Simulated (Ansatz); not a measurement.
Start from SiC (space group P6_3mc, No. 186; a = 3.0585 Å, c = 10.0120 Å). Axes: x lies along a and z along c of the hexagonal cell.

Calculations: LDA (Ansatz, an electronic-structure program, PAW, no spin-orbit coupling).

It is then changed as follows: an isotropic linear strain of −1.50 %, atoms relaxed at fixed cell.

**Question.** Predict the stress tensor and what it implies for the stiffness.

**Answer.** Stress of the strained cell less that of the base (GPa, compression positive):
```
  11.43    0.00    0.00
   0.00   11.43    0.00
   0.00    0.00   11.29
```

Then B = −ΔP/(ΔV/V₀) with ΔV/V₀ = -0.0443 gives secant stiffness values (nonlinear terms included at this strain): B (at held cell shape, above the free-shape value) ≈ 257 GPa.

As a check, the harmonic strain energy −½ V₀ Δσ:ε is 16 meV/atom; the computed energy rise is 15 meV/atom.

No phonon test of stability was made.
